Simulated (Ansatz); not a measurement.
The starting structures come from a database of crystals and need not be the phases stable at ambient conditions.

Evanescent states of BaAlBO₃F₂ (P-62c, not sure to be the ambient phase, 16 atoms a cell, 12.1 Å³ an atom) along the normal of (001)

The numbers are results of PBEsol (plane waves, PAW; Ansatz, a first-principles code), not measurements.

No gap correction and no spin-orbit coupling; mid-gap values are interpolated between computed energies.

Energies count from the valence-band top; κ is the least over a 12×12 mesh across the current.

```csv
E (eV),κ (1/Å),where
0.14,0.308,off Γ
0.43,0.395,off Γ
0.72,0.447,off Γ
1.01,0.481,off Γ
1.30,0.501,off Γ
1.59,0.509,Γ
1.89,0.511,Γ
2.17,0.510,Γ
2.46,0.506,Γ
2.75,0.500,Γ
3.04,0.492,Γ
3.33,0.481,Γ
3.62,0.467,Γ
3.92,0.451,Γ
4.21,0.431,Γ
4.50,0.408,Γ
4.79,0.380,Γ
5.08,0.347,Γ
5.37,0.307,Γ
5.66,0.258,Γ
5.95,0.189,Γ
6.24,0.053,Γ
```

**Question.** How thick must the barrier be to attenuate the transmission by 10^6 when the electrodes' Fermi level lies at 1.59 eV, and what attenuation does that film give at 2.46 eV?

**Answer.** d = 6 ln 10 / (2 × 0.509) = 13.6 Å. At 2.46 eV it gives 6 × 0.506/0.509 = 6.0 decades.
